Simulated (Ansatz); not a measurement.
**YB2C2: response to strain**

Start from YB2C2 (space group P4/mbm, No. 127; a cell from a computed database, its experimental status unchecked).

```xyz
10
Lattice="5.3296 0.0000 0.0000 0.0000 5.3296 0.0000 0.0000 0.0000 3.5045" Properties=species:S:1:pos:R:3 pbc="T T T"
Y      2.6648     2.6648     0.0000
Y      0.0000     0.0000     0.0000
B      4.6037     1.9389     1.7522
B      0.7259     3.3907     1.7522
B      3.3907     4.6037     1.7522
B      1.9389     0.7259     1.7522
C      3.5294     0.8646     1.7522
C      1.8002     4.4650     1.7522
C      4.4650     3.5294     1.7522
C      0.8646     1.8002     1.7522
```

Cartesian axes are those of the cell as printed.

Strains are applied to the cell and any free atomic positions relax; under biaxial strain the out-of-plane vector relaxes too.

Calculations: PBEsol (Ansatz, a program for electronic structure), spin-orbit coupling left out.

Notes on the quantities. pressure: mean of the normal stresses, compression positive.

| variant | volume per atom | pressure |
|---|---|---|
| base | 9.95 Å³ | 0.0 GPa |
| biaxial strain −1.03 %, plane normal [001], relaxed out of plane | 9.79 Å³ | 5.2 GPa |
| biaxial strain −0.28 %, plane normal [001], relaxed out of plane | 9.91 Å³ | 1.4 GPa |
| biaxial strain +1.87 %, plane normal [001], relaxed out of plane | 10.26 Å³ | -8.5 GPa |

Without a gap, meshes like the base's 9×9×13 leave anisotropic stresses uncertain by several tenths of a GPa, and small strain energies with them. No phonon test of stability was made. The final runs are not spin-polarised.
